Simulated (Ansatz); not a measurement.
The reference is BaTiO$_{3}$ in the cubic perovskite structure (space group Pm-3m, No. 221).

```
BaTiO3
1.0
    4.01924     0.00000     0.00000
    0.00000     4.01924     0.00000
    0.00000     0.00000     4.01924
Ba Ti O
1 1 3
Cartesian
  0.00000   0.00000   0.00000
  2.00962   2.00962   2.00962
  0.00000   2.00962   2.00962
  2.00962   2.00962   0.00000
  2.00962   0.00000   2.00962
```

Calculations: Kohn–Sham DFT with the PBE functional, run in Ansatz (a quantum-chemistry and plane-wave program) with PAW and 420 eV plane waves, no spin-orbit coupling.

Strains are applied to the cell and any free atomic positions relax.

One change was made to it. Results:

```json
[
 {"quantity": "pressure", "base": "0.00 GPa", "after": "11.52 GPa"},
 {"quantity": "width of the top valence band", "base": "0.95 eV", "after": "0.98 eV"},
 {"quantity": "energy relative to the base (free energy F)", "base": "0 meV/atom", "after": "+26 meV/atom"}
]
```

Q: Which of these changes matches the shifts?
A. isotropic strain −2.03 %
B. isotropic strain +1.47 %
C. isotropic strain −3.81 %

A: A, isotropic strain −2.03 %. For comparison, the energy relative to the base in the other runs: isotropic strain −3.81 % gives +99 meV/atom; isotropic strain +1.47 % gives +12 meV/atom.

The levels and masses belong to the bands next to the band gap. Whether these cells are dynamically stable was not tested. The final runs are not spin-polarised. Many cubic perovskites are stable only at high temperature; tilts and polar distortions were not tested. This is not the structure that BaTiO3 has at room temperature and ambient pressure.
